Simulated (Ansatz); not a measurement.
Consider Al₂O₃ in the corundum structure (space group R-3c, No. 167; a = 4.774 Å, c = 13.015 Å (hexagonal axes)).

All numbers come from PBEsol, PAW, 420 eV (Ansatz, a program for electronic structure; scalar-relativistic without spin-orbit coupling).

For the base:

| Property | Result |
|---|---|
| Band gap | 6.03 eV |
| Shortest interatomic distance | 3.518 bohr |

One thing is altered: a negative pressure, −2 GPa.

What happens to the band gap and shortest interatomic distance?

The band gap decreases by 0.10 eV to 5.93 eV; the shortest interatomic distance increases by 0.010 bohr, from 3.518 bohr to 3.528 bohr.

Load acts through the strain it causes; cell and atoms are relaxed under it. Stability against distortions was not tested.
